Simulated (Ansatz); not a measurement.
# ZnCu: pressure −2 GPa

Consider ZnCu in the CsCl type structure (space group Pm-3m, No. 221; a = 2.919 Å).

Perturbation: a negative pressure, −2 GPa.

Computed with r2SCAN/PAW in Ansatz (a quantum-chemistry and plane-wave program), no spin-orbit coupling. Γ-centred 16×16×16 mesh, Fermi–Dirac width 0.05 eV.

```json
[
 {"quantity": "shortest interatomic distance", "base": "2.528 Å", "changed": "2.541 Å", "shift": "+0.013 Å"},
 {"quantity": "enthalpy H = E + PV relative to the base's energy", "base": "–", "changed": "-0.16 eV/atom", "shift": "–"},
 {"quantity": "band gap", "base": "zero", "changed": "zero", "shift": "–"}
]
```

Final structure:

```xyz
2
Lattice="2.9338 0.0000 0.0000 0.0000 2.9338 0.0000 0.0000 0.0000 2.9338" Properties=species:S:1:pos:R:3 pbc="T T T"
Zn     0.0000     0.0000     0.0000
Cu     1.4669     1.4669     1.4669
```

Load acts through the strain it causes; cell and atoms are relaxed under it. No phonon test of stability was made. All final runs are without spin polarisation.
